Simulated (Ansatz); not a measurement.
## The (001) surface of zinc-blende GaN (a metastable polymorph) (in the relaxation 2 Ga–Ga bonds formed), β(2x4): three N dimers (bottom of the slab: anion dimers, one H a dimer)

These are PBE (plane waves to 420 eV, PAW; Ansatz, an electronic-structure program) values and carry that method's errors.

Slab: 74 atoms, 9.9 Å thick at the start with caps and adatoms (thin: gaps and levels are the slab's own); k 4x2x1, smearing 0.025 eV, dipole-corrected; 16 atoms held, the rest relaxed; held to the start's symmetry, so lower structures may exist; no spin, no spin-orbit, no U. It is one candidate, not shown to be the stable structure of the face.

| Item | Value |
|---|---|
| gap of the slab on its k-mesh | 0.35 eV |
| highest filled level below the top vacuum level | 4.41 eV |
| energy released by relaxation | 6.87 eV |
